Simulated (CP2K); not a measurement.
A self-consistent single point of SnBi3 (I4/mmm, 4 atoms in the cell) with CP2K.

Computed with PBEsol, GPW, DZVP-MOLOPT-SR-GTH basis, GTH-PBE potentials (GTH_POTENTIALS) (CP2K).

The change in words: lattice scaled by 0.98. Reference geometry:
```xyz
4
Lattice="6.5675 0.0000 0.0000 3.2023 5.7339 0.0000 -4.8849 -2.8669 3.3242" Properties=species:S:1:pos:R:3 pbc="T T T"
Sn     0.0000     0.0000     0.0000
Bi     4.8849     2.8669     0.0000
Bi     1.6011     2.8669     1.6621
Bi     3.2837     0.0000     1.6621
```

Reference input (self-consistent single point, DFT PBEsol, GPW, DZVP-MOLOPT-SR-GTH basis, GTH-PBE potentials (GTH_POTENTIALS)): CUTOFF = 400 Ry; REL_CUTOFF = 60 Ry; SMEAR/METHOD = FERMI_DIRAC; ELECTRONIC_TEMPERATURE = 1160.45 K; KPOINTS/SCHEME = MONKHORST-PACK 6 6 6; GAMMA_CENTERED = T; XC_FUNCTIONAL = PBE:PBESOL; Sn/BASIS_SET = DZVP-MOLOPT-SR-GTH; Sn/POTENTIAL = GTH-PBE-q4; Bi/BASIS_SET = DZVP-MOLOPT-SR-GTH; Bi/POTENTIAL = GTH-PBE-q5; METHOD = GPW. This run's input differs from it in these lines:

```diff
@@ -67,5 +67,5 @@
     &CELL
-      A 6.56748500 0.00000000 0.00000000
-      B 3.20228400 5.73386700 0.00000000
-      C -4.88488500 -2.86693400 3.32422200
+      A 6.43613500 0.00000000 0.00000000
+      B 3.13823900 5.61918900 0.00000000
+      C -4.78718700 -2.80959500 3.25773700
       PERIODIC XYZ
```

Output, abridged:

```
 SCF WAVEFUNCTION OPTIMIZATION

  Step     Update method      Time    Convergence         Total energy    Change
     1 NoMix/Diag. 0.20E+00      -     0.33009331       -20.2945799598 -2.03E+01
     2 Broy./Diag. 0.20E+00      -     0.00272542       -20.3102382089 -1.57E-02
     3 Broy./Diag. 0.20E+00      -     0.01553661       -20.1060574289  2.04E-01
     4 Broy./Diag. 0.20E+00      -     0.00149544       -20.0754015879  3.07E-02
     5 Broy./Diag. 0.20E+00      -     0.00301101       -20.0481340991  2.73E-02
     6 Broy./Diag. 0.20E+00      -     0.00041813       -20.0449694839  3.16E-03
   [... 2 lines left out ...]
     9 Broy./Diag. 0.20E+00      -     0.00006809       -20.0426436056  1.58E-05
    10 Broy./Diag. 0.20E+00      -     0.00000555       -20.0426500791 -6.47E-06
    11 Broy./Diag. 0.20E+00      -     0.00000787       -20.0426799460 -2.99E-05
    12 Broy./Diag. 0.20E+00      -     0.00000009       -20.0426832735 -3.33E-06
  *** SCF run converged in    12 steps ***

  Overlap energy of the core charge distribution:               0.00000000001832
  Self energy of the core charge distribution:                -42.43078686185606
  Core Hamiltonian energy:                                      8.50507101974012
  Hartree energy:                                              18.97874924136573
  Exchange-correlation energy:                                 -5.09246120657251
  Electronic entropic energy:                                  -0.00325546664618
  Fermi energy:                                                 0.21229955478504

  Total energy:                                               -20.04268327345243
  Total energy (extrapolated to T->0):                        -20.04105554012934

                     Mulliken Population Analysis

   [... lines left out ...]

 STRESS| Analytical stress tensor [bar]
 STRESS|                        x                   y                   z
 STRESS|      x        3.21144565733E+04  -6.73991042155E+03   8.46443792118E-03
 STRESS|      y       -6.73991042155E+03   3.96426589328E+04  -2.11576482392E-02
 STRESS|      z        8.46443792118E-03  -2.11576482392E-02   4.35981871229E+04
 STRESS| 1/3 Trace                                             3.84517675430E+04
```

The run converged in 12 iterations. Against the reference run the free energy goes up by 21.6 meV/atom and the pressure goes from 0.11 to 3.85 GPa.

The starting cell comes from a database of computed structures (which also holds hypothetical and non-ambient phases and stackings), without a prior relaxation at this level. For this run, on top of that: lattice scaled by 0.98. Values carry the incompleteness of an atom-centred basis. The potentials were made for another functional than the one used. With a pressure of about 4 GPa the cell is away from its equilibrium volume at this level.

Cost on one core of a shared machine: roughly 2 min.
